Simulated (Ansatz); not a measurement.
Base system: MgAl₂C₂ (space group P-3m1, No. 164; a = 3.3754 Å, c = 5.7737 Å; a cell from a computed database, its experimental status unchecked).

The values are results of PBEsol (Ansatz, a quantum-chemistry and plane-wave program), no SOC, not measurements.

One change was made to it. Results:

```csv
quantity,base,after
volume per atom,11.39 Å³,9.69 Å³
width of the top valence band,2.66 eV,3.24 eV
c/a ratio,1.711,1.652
```

Problem. Name the change that was made.
A) pressure 30 GPa
B) pressure −2 GPa
C) pressure 15 GPa

Solution. A, pressure 30 GPa. For comparison, the volume per atom in the other runs: pressure 15 GPa gives 10.38 Å³; pressure −2 GPa gives 11.57 Å³.

The levels and masses belong to the bands next to the band gap. Load acts through the strain it causes; cell and atoms are relaxed under it. No phonon test of stability was made. Competing high-pressure phases were not computed.
